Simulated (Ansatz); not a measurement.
Ga (model structure, started from the diamond type, Fd-3m, No. 227, 2 atoms in the cell) was calculated with r²SCAN (PAW; Ansatz, a program for electronic structure).

Settings: plane-wave cutoff 560 eV, 18×18×18 k mesh, Fermi–Dirac smearing 0.05 eV, scalar-relativistic PAW data made under PBE.

Cell (relaxed at this level):

```
CELL_PARAMETERS angstrom
      0.00000     2.88846     2.88846
      2.88846     0.00000     2.88846
      2.88846     2.88846     0.00000
ATOMIC_POSITIONS crystal
  Ga 0.25000 0.25000 0.25000
  Ga 0.00000 0.00000 0.00000
```

**Question.** Give the computed bulk modulus.

**Answer.** 
- bulk modulus: 44.3 GPa

The run finds no gap.

Note: the bulk modulus is −V dP/dV from two relaxed cells at ±2 % in volume; the relaxation could raise the start's symmetry but not lower it, so the cell can be a saddle point.

Static lattice: no zero-point or thermal effects.

A model structure was made by putting elements into a prototype or built by hand; it is no filed structure, need not be a known phase, and can be a saddle point held by its symmetry.
